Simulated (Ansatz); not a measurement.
## What pressure −1 GPa does to ZrN

Take ZrN in the rock salt structure (space group Fm-3m, No. 225; a = 4.595 Å) as the base.

Modification: a negative pressure, −1 GPa.

The values are results of PBE, PAW, 420 eV (Ansatz, a quantum-chemistry and plane-wave program; no spin-orbit coupling), earlier PAW set, not measurements. k-mesh 17×17×17 (Γ-centred); smearing 0.05 eV (Fermi–Dirac).

The volume per atom grows by 0.05 Å³, from 12.13 Å³ to 12.18 Å³ and the lattice parameter a grows by 0.006 Å to 4.601 Å. The enthalpy H = E + PV relative to the base's energy amounts to -0.08 eV/atom and the band gap is still zero.

Cost of the whole job for the changed cell (relaxation, final SCF and bands): about 10 core-seconds (a rough figure).

Load acts through the strain it causes; cell and atoms are relaxed under it. Whether these cells are dynamically stable was not tested. All final runs are without spin polarisation. An odd electron count without spin: ZrN.
